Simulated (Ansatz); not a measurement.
**WC, response to strain**

Start from WC (space group P-6m2, No. 187).

```
CELL_PARAMETERS angstrom
      2.91216     0.00000     0.00000
     -1.45608     2.52201     0.00000
      0.00000     0.00000     2.83622
ATOMIC_POSITIONS crystal
  W  0.00000 0.00000 0.00000
  C  0.66667 0.33333 0.50000
```

Cartesian axes are those of the cell as printed.

Strains are applied to the cell and any free atomic positions relax; under biaxial strain the out-of-plane vector relaxes too.

The values are results of r2SCAN (Ansatz, a first-principles code), no SOC, not measurements.

Notes on the quantities. pressure: mean of the normal stresses, compression positive.

```tsv
case	volume per atom	pressure
base	10.42 Å³	0.0 GPa
biaxial strain −2.09 %, plane normal [001], relaxed out of plane	10.06 Å³	14.0 GPa
biaxial strain −1.61 %, plane normal [001], relaxed out of plane	10.14 Å³	10.6 GPa
biaxial strain +0.79 %, plane normal [001], relaxed out of plane	10.55 Å³	-4.7 GPa
biaxial strain +3.71 %, plane normal [001], relaxed out of plane	11.07 Å³	-19.2 GPa
isotropic strain +1.33 %	10.84 Å³	-14.8 GPa
isotropic strain +2.09 %	11.08 Å³	-22.0 GPa
uniaxial strain ε_yy = −3.01 %	10.10 Å³	12.6 GPa
tensor shear ε_xy = +2.23 %	10.41 Å³	0.4 GPa
tensor shear ε_xz = +0.22 %	10.42 Å³	0.0 GPa
```

Without a gap, meshes like the base's 18×18×16 leave anisotropic stresses uncertain by several tenths of a GPa, and small strain energies with them. No phonon test of stability was made. All final runs are without spin polarisation.
